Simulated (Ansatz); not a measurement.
The parent structure is CdTe in the zinc blende structure (space group F-43m, No. 216; a = 6.5578 Å).

Calculations: plane-wave PAW DFT at the r2SCAN level (Ansatz, a program for electronic structure, 500 eV), scalar-relativistic without spin-orbit coupling.

For the base:

The band gap comes out as 1.17 eV, the hole mass is 0.092, 0.55, 0.55 mₑ (at Γ) and the pressure is 0.00 GPa.

It is then changed as follows: the cell is scaled by 1.0250 in all directions, atoms relaxed at fixed cell.

Question: What happens to the energy relative to the base, band gap, hole mass and pressure?

Answer: The energy goes up by 23 meV/atom; the band gap decreases by 0.234 eV to 0.93 eV; the hole mass (degenerate bands, along [100]) changes from 0.092, 0.55, 0.55 mₑ (at Γ) to 0.080, 0.62, 0.62 mₑ (at Γ); the pressure goes from zero to -2.52 GPa.

Spin-orbit coupling, missing from the scalar runs, can matter with Te. The cells carry an imposed strain or load. Effective masses come from finite differences of ±0.01 Å⁻¹. Stability against distortions was not tested.
